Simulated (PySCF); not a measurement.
PySCF 2.14.0, unrestricted PBE/def2-svp, df: Mn(Cl)(acac) (CC1=CC(C)=[O]->[Mn]([Cl])[O]1), charge 0, multiplicity 6, 16 atoms. The geometry is a generated start, not checked to be a minimum at this level.

```
Item                          Result
-------------------  ---------------
task                          energy
method                           pbe
basis                       def2-svp
two-electron scheme  density fitting
mol.max_memory               3000 MB
mf.max_cycle                     100
mf.init_guess        minao (default)
mf.DIIS              CDIIS (default)
mf.conv_tol          1e-09 (default)
mf.grids.level           3 (default)
basis functions                  182
grid points                   207200
```

```xyz
16

Mn    -0.3886     2.6547     0.2399
Cl    -0.8325     4.6571     0.4207
C      0.5622    -0.5091    -2.5148
C      0.2030     0.1614    -1.2122
C      0.0939    -0.6236    -0.0580
C     -0.2166    -0.1321     1.2159
C     -0.2854    -1.1010     2.3693
O     -0.4434     1.0866     1.4779
O      0.0196     1.4150    -1.2438
H      0.7116    -1.5764    -2.3939
H     -0.2335    -0.3292    -3.2360
H      1.4679    -0.0547    -2.9124
H      0.2716    -1.6816    -0.1573
H     -1.2844    -1.0653     2.8000
H     -0.0573    -2.1156     2.0615
H      0.4120    -0.7862     3.1433
```

Charge 0 and multiplicity 6 are set for this test and not shown to be the ground state.

One run each on 2 threads, 1 BLAS thread. Values of diis_space tried: 3, 5, 8 (default), 12, 20.

### Question
Predict the course of the Fock builds along this series.

### Answer
Fewest Fock builds: 12 with 51. The count rises to 91 at 5. The run ends without SCF convergence in 100 cycles at 3, 20.

| diis_space | Fock builds | end |
|---|---|---|
| 3 | 101 | no convergence |
| 5 | 91 | same solution |
| 8 (default) | 71 | same solution |
| 12 | 51 | same solution |
| 20 | 101 | no convergence |
